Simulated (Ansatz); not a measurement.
A 16-atom cell of (Si,Ge) started in the hexagonal diamond (lonsdaleite) structure, site fractions Si 0.125, Ge 0.875, short-range order -0.14 among the nearest mixed sites (0 is random, a negative value favours unlike neighbours), space group Cm at the end. The mixed sublattice has 16 sites.

The mixing enthalpy is taken against the end members in the hexagonal diamond (lonsdaleite) type (which need not be the stable form of every end member), relaxed in the same cell and mesh.

Computed with r2SCAN (plane waves to 500 eV, PAW; Ansatz, a first-principles code). Scalar-relativistic, without spin–orbit coupling. Its k-point mesh 4×4×4, Fermi–Dirac width 0.01 eV.

```tsv
cell	energy at zero smearing (eV)
Si	-10224.844
Ge	-68846.195
Ge7Si	-61518.454
```

Task: Work out the mixing enthalpy per mixed site and the interaction parameter Ω of a regular solution.

Result: With x = 14/16 of the second end member, ΔH = [-61518.454 − 2/16 × (-10224.844) − 14/16 × (-68846.195)] / 16 = 4.5 meV against the separate end members. Ω = ΔH / x(1 − x) = 41 meV.
